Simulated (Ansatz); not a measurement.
System: InGaZnO4 (R3m, No. 160, 7 atoms in the cell; start mp-1215688). Method: PBEsol (plane waves, PAW; Ansatz, a first-principles code).

Settings: plane-wave cutoff 520 eV, 12×12×12 k mesh, Fermi–Dirac smearing 0.01 eV, scalar-relativistic PAW data made under PBE.

Cell (relaxed with PBEsol):

```cif
data_GaInO4Zn
_chemical_formula_sum 'Zn1 In1 Ga1 O4'
_space_group_name_H-M_alt 'P 1'
_space_group_IT_number 1
_cell_length_a 8.79421
_cell_length_b 8.79421
_cell_length_c 8.79421
_cell_angle_alpha 21.725
_cell_angle_beta 21.725
_cell_angle_gamma 21.725
loop_
_space_group_symop_operation_xyz
  'x, y, z'
loop_
_atom_site_label
_atom_site_type_symbol
_atom_site_fract_x
_atom_site_fract_y
_atom_site_fract_z
_atom_site_occupancy
Zn1 Zn 0.21869 0.21869 0.21869 1
In1 In 0.00294 0.00294 0.00294 1
Ga1 Ga 0.78714 0.78714 0.78714 1
O1 O 0.29509 0.29509 0.29509 1
O2 O 0.71124 0.71124 0.71124 1
O3 O 0.12117 0.12117 0.12117 1
O4 O 0.86373 0.86373 0.86373 1
```

Problem. Give the computed band gap.

Solution. 
- band gap: 1.18 eV

Spin–orbit coupling is not included.

A start named mp-… is a Materials Project structure, which need not be a measured phase.
